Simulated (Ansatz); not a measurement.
The structure below was relaxed with Kohn–Sham DFT with the PBEsol functional, run in Ansatz (a quantum-chemistry and plane-wave program) with PAW and 420 eV plane waves, without spin-orbit coupling, at pressure 30 GPa.

Space group Fm-3m (No. 225); a = 3.7368 Å, b = 3.7368 Å, c = 3.7368 Å, α = 90.00°, β = 90.00°, γ = 90.00°

```tsv
atom	site	symmetry	x	y	z
Pd	4a	m-3m	0.0000	0.0000	0.0000
```

Task: Write out a cell with all atoms.

Result: 
```
Pd
1.0
    3.73684     0.00000     0.00000
    0.00000     3.73684     0.00000
    0.00000     0.00000     3.73684
Pd
4
Direct
  0.00000   0.00000   0.00000
  0.00000   0.50000   0.50000
  0.50000   0.00000   0.50000
  0.50000   0.50000   0.00000
```
This is the conventional cell.

Load acts through the strain it causes; cell and atoms are relaxed under it. Whether these cells are dynamically stable was not tested. Competing high-pressure phases were not computed. The final runs are not spin-polarised. The cell was made from Pd in the fcc (Cu type) structure (space group Fm-3m, No. 225) by this change: pressure 30 GPa.
